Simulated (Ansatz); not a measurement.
The starting structures come from a database of crystals and need not be the phases stable at ambient conditions.

 Where the default PAW files enter, the runs use the earlier of Ansatz's two default sets.

By PBEsol, the system below comes out a metal.

Here is the system:

```xyz
1
Lattice="3.9876 0.0000 0.0000 1.8995 3.5061 0.0000 1.9938 1.1874 0.8195" Properties=species:S:1:pos:R:3 pbc="T T T"
Cu     0.0000     0.0000     0.0000
```

Space group of this cell: I4/mmm. The cell is taken as given; by PBEsol its mean pressure is -1.4 GPa.

The current flows along the normal of the first two printed cell vectors, the (111) plane of the conventional cell. No spin-orbit coupling; the value is a mean over 0.1 eV about the Fermi level.

### Question
State the ballistic conductance per area according to Ansatz (a first-principles code) with PBEsol.

### Answer
1.2 × 10¹⁵ S/m² for both spins.
